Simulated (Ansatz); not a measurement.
The parent structure is Rb in the bcc (W type) structure (space group Im-3m, No. 229; a = 5.571 Å; relaxed with 0.1 eV smearing). Axes: x, y, z lie along the cube axes.

Method: PBEsol, PAW, 420 eV (Ansatz, an electronic-structure program; without spin-orbit coupling).

Base values:

```
Quantity            Value
---------------  --------
Pressure          0.0 GPa
Volume per atom  86.46 Å³
```

The change: biaxial strain +2.00 %, plane normal [001], relaxed out of plane (Cartesian); in-plane vectors clamped, the third vector and the atoms free.

Question: What happens to the pressure and volume per atom?

Answer: The pressure (mean of the normal stresses, compression positive) remains 0.0 GPa; the volume per atom increases by 0.762 Å³ to 87.23 Å³.

Whether these cells are dynamically stable was not tested. All final runs are without spin polarisation.
